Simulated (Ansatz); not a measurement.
# Input and output of a self-consistent single point for YGe (Cm, 4 atoms in the cell) (Ansatz)

Method: PBEsol, default PAW files made with PBE (plane waves; Ansatz, a program for electronic structure).

Input:

Ansatz 0.2 input:
```yaml
# YGe
crystal:
  lattice:
    - [2.14770400, -5.37828700, 0.00000000]
    - [2.14770400, 5.37828700, 0.00000000]
    - [0.00000000, 0.00000000, 3.96646400]
  atoms:
    - { symbol: Y, position: [0.13861000, 0.86139000, 0.26260600] }
    - { symbol: Y, position: [0.86139000, 0.13861000, 0.75000000] }
    - { symbol: Ge, position: [0.41562000, 0.58438000, 0.25000000] }
    - { symbol: Ge, position: [0.58438000, 0.41562000, 0.75000000] }
basis:
  ecutwfc: 30.9 Ry
kpoints:
  mp_grid: { grid: [6, 6, 6] }
hamiltonian:
  xc: pbesol
  pseudopotentials: { kind: paw }
scf:
  occupations: { method: fermi_dirac, width: 0.0073 Ry }
output:
  forces: true
  eigenvalues: true
  stress: true
```

The program printed (abridged):

```
WARN ansatz: RAYON_NUM_THREADS=1 ignored (pool sized by the plan → 1); use --threads N
Pseudopotentials: kind: paw
Pseudopotential: Y, paw, valence charge 11
Pseudopotential: Ge, paw, valence charge 14
Crystal: 4 atoms, lattice volume = 91.633 Å³
Basis set: ecut = 420.4159175005146 eV, 1791 PW (Γ), exchange–correlation on 80×80×54 points (8 copies of the dense FFT grid, shifted against one another)
Bands: 30, of which v1, the nominal top of the filled ones, is band 25 counted from 1 (24 counted from 0)
Symmetry: 2 space group operations
Space group: Cm (ITA 8), of the structure as read, at distance tolerance 4.5e-5 Å
k-points: 68 of 216 (time reversal used)
PAW frozen core: Y, regenerated for the run's functional, and the local potential with it
PAW frozen core: Ge, regenerated for the run's functional, and the local potential with it
Initial density: superposition of atomic densities (neutral atoms: chi_scale 0, normalization atom), corrected by the library's trained network
Initial wavefunctions: pseudopotential atomic-orbital guess
Eigensolver: davidson
Functional: x = pbesol(κ = 0.804, μ = 0.12345679012345678), c = pbesol(β = 0.046)
SCF iter   1: F=—  HF=-16101.024737 eV  |F-HF|=—  |Δ(HF+E_count)|=         —  Δρ=2.66e-3  dr2=5.31e-3  ethr=1.77e-3  ⟨swp⟩=5.9  Hψ=7986  notcnv=0
all-band conjugate gradients solve this SCF's bands
preconditioner: auto → Kerker (q_TF=auto, 2.466 Å⁻¹)
SCF iter   2: F=—  HF=-16101.021874 eV  |F-HF|=—  |Δ(HF+E_count)|=   2.86e-3  Δρ=1.51e-3  dr2=1.85e-3  ethr=1.06e-5  ⟨swp⟩=2.0  Hψ=3733  notcnv=0
SCF iter   3: F=—  HF=-16101.021776 eV  |F-HF|=—  |Δ(HF+E_count)|=   9.73e-5  Δρ=5.47e-4  dr2=3.32e-4  ethr=3.70e-6  ⟨swp⟩=2.2  Hψ=2796  notcnv=0
SCF iter   4: F=—  HF=-16101.021720 eV  |F-HF|=—  |Δ(HF+E_count)|=   5.65e-5  Δρ=1.41e-4  dr2=2.21e-5  ethr=6.65e-7  ⟨swp⟩=2.0  Hψ=3599  notcnv=0
SCF iter   5: F=—  HF=-16101.021717 eV  |F-HF|=—  |Δ(HF+E_count)|=   3.27e-6  Δρ=4.16e-5  dr2=1.71e-6  ethr=4.41e-8  ⟨swp⟩=2.0  Hψ=3607  notcnv=0
SCF iter   6: F=—  HF=-16101.021716 eV  |F-HF|=—  |Δ(HF+E_count)|=   7.52e-7  Δρ=1.32e-5  dr2=2.01e-7  ethr=3.41e-9  ⟨swp⟩=2.0  Hψ=3611  notcnv=0
SCF iter   7: F=-16101.021716 eV  HF=-16101.021716 eV  |F-HF|=8.42e-9  |Δ(HF+E_count)|=   3.18e-8  Δρ=2.48e-6  dr2=6.59e-9  ethr=2.00e-10  ⟨swp⟩=4.4  Hψ=6582  notcnv=0
SCF 1 converged in 7 iterations: F = -16101.021716 eV  dr2 = 6.59e-9
SCF converged after 7 iterations
Free energy (F): -16101.021716 eV
Harris-Foulkes:  -16101.021716 eV  (|F-HF|=8.42e-9)
Internal energy: -16100.940472 eV  (E = F + TS)
E sigma→0 (E₀):  -16100.981094 eV
Entropy (-TS):   -0.081244 eV (-20.311 meV/atom)
Fermi energy:    11.210845 eV
--- Per-component energies (eV) ---
  E_band       = -414.315705
  E_kinetic    = 835.965038
  E_local      = -5858.869806  (includes V_loc(G=0)·N_el)
  E_nonlocal   = 941.761604
  E_hartree    = 2465.544048
  E_xc         = -496.048432
  E_vxc        = -529.384670  (∫ρ·V_xc dr)
  E_paw        = -9504.534257  (= ΣΔE_a)
  E_vpaw       = -734.874593  (= ΣTr[D̂ρ^β])
  E_aug_tail   = 0.000616  (compensation charges beyond the density's cutoff)
  E_ewald      = -4486.892700
  E_core_change = 2.133418  (= ΣΔE_core)
  E_smearing   = -0.081244  (= −TS)
  E_closure    = 0.000000  (closes the sum)
  Σ components = -16101.021716   (vs F -16101.021716, Δ=0.00e0)
--- Forces (eV/Å), atoms counted from 1 ---
  atom   1  Y     -0.00000000     0.06259986    -0.29474004
  atom   2  Y      0.00000000    -0.06978296     0.08300214
  atom   3  Ge    -0.00000000    -0.01078635     0.03694784
  atom   4  Ge     0.00000000     0.01798236     0.17479260
  max |Σ_I F_I| component: 1.29e-5 eV/Å
--- Stress (GPa, compression-positive) ---
       -3.330981       0.000000      -0.000000
        0.000000      -3.172873       0.288882
       -0.000000       0.288882      -2.643557
  P = ⅓ Tr σ = -3.0491 GPa (-30.491 kbar)
  The stress holds the Pulay correction. Without it, at fixed plane waves, as pw.x and ABINIT print it: P = -3.0630 GPa
--- Band table (eV; the first three rows and the last of 68) ---
  k-point 0: bands = ["-31.1202", "-31.0729", "-13.0482", "-13.0084", "-12.9493", "-12.9363", "-12.9289", "-12.9243", "-12.9058", "-12.8997", "-12.8750", "-12.8653", "-11.3509", "-11.1738", "-11.1589", "-11.1320", "-11.0168", "-11.0044", "0.4892", [...]
  k-point 1: bands = ["-31.1155", "-31.0744", "-13.0411", "-13.0013", "-12.9586", "-12.9414", "-12.9336", "-12.9329", "-12.9040", "-12.8944", "-12.8775", "-12.8675", "-11.3264", "-11.1816", "-11.1602", "-11.1234", "-11.0494", "-11.0365", "0.7651", [...]
  k-point 2: bands = ["-31.1037", "-31.0797", "-13.0209", "-12.9837", "-12.9704", "-12.9611", "-12.9529", "-12.9450", "-12.8981", "-12.8896", "-12.8799", "-12.8727", "-11.2614", "-11.2193", "-11.1444", "-11.1309", "-11.1087", "-11.0919", "1.5491", [...]
  k-point 67: bands = ["-31.0902", "-31.0897", "-12.9913", "-12.9900", "-12.9669", "-12.9663", "-12.9655", "-12.9649", "-12.8939", "-12.8938", "-12.8787", "-12.8770", "-11.3674", "-11.3613", "-11.1177", "-11.1062", "-11.0226", "-11.0182", "2.9648", [...]
```

The run converged in 7 iterations.

The starting cell comes from a database of computed structures (which also holds hypothetical and non-ambient phases and stackings), without a prior relaxation at this level. Its lattice was rescaled by up to half a per cent. One atom was moved a little off its site on purpose. With a pressure of about -3 GPa the cell is away from its equilibrium volume at this level. Ansatz's pressure includes its estimate of the finite-basis (Pulay) stress.
